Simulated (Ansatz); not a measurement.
# NaCl3, pressure series

The parent structure is NaCl3 in the A15 (Cr3Si type) structure (space group Pm-3n, No. 223; a = 5.397 Å; a cell from a computed database, its experimental status unchecked).

Cell and atoms are relaxed at each pressure.

The values are results of PBEsol/PAW in Ansatz (a first-principles code), no spin-orbit coupling, not measurements.

| pressure (GPa) | volume per atom (Å³/atom) |
|---|---|
| -1 | 20.230 |
| 0 | 19.646 |
| 0.3 | 19.498 |
| 0.7 | 19.293 |
| 1.5 | ? |
| 3 | 18.336 |
| 5 | 17.676 |
| 7.5 | 17.006 |
| 10 | 16.449 |

Task: Fit the third-order Birch–Murnaghan form P(V) = (3B₀/2)[(V₀/V)^(7/3) − (V₀/V)^(5/3)]·[1 + (3/4)(B₀′ − 4)((V₀/V)^(2/3) − 1)] (squares taken in P) to the rows shown and predict the withheld row.

Result: Least squares on the printed values gives V₀ = 19.649 Å³/atom, B₀ = 36.7 GPa, B₀′ = 4.8; this predicts 18.929 Å³/atom, and the run gives 18.924 Å³/atom, 0.005 lower.

Load acts through the strain it causes; cell and atoms are relaxed under it. No phonon test of stability was made. No other phases were tried under pressure. All final runs are without spin polarisation.
